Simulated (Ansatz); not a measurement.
Base system: Te (space group P3_121, No. 152; made of chains).

```yaml
crystal:
  lattice:
    - [4.62412, 0.00000, 0.00000]
    - [-2.31206, 4.00460, 0.00000]
    - [0.00000, 0.00000, 5.90339]
  atoms:
    - { symbol: Te, position: [0.25335, 0.00000, 0.33333] }
    - { symbol: Te, position: [0.00000, 0.25335, 0.66667] }
    - { symbol: Te, position: [0.74665, 0.74665, 0.00000] }
```

Cartesian axes are those of the cell as printed.

Level of theory: Kohn–Sham DFT with the r2SCAN functional, run in Ansatz (an electronic-structure program) with PAW and 500 eV plane waves, without spin-orbit coupling.

For the base:

- Smallest direct gap = 0.60 eV

Perturbation: the cell is compressed by 5.39 % along x with no lateral relaxation; the atoms relax in the strained cell.

Question: What does the calculation give for the smallest direct gap and energy relative to the base after the change?

Answer: The smallest direct gap decreases by 0.10 eV, from 0.60 eV to 0.50 eV; the energy increases by 8.6 meV/atom.

Spin-orbit coupling, missing from the scalar runs, can matter with Te. Stability against distortions was not tested. No dispersion term is included, though the crystal is made of layers, chains or molecules, so its spacings can come out too wide.
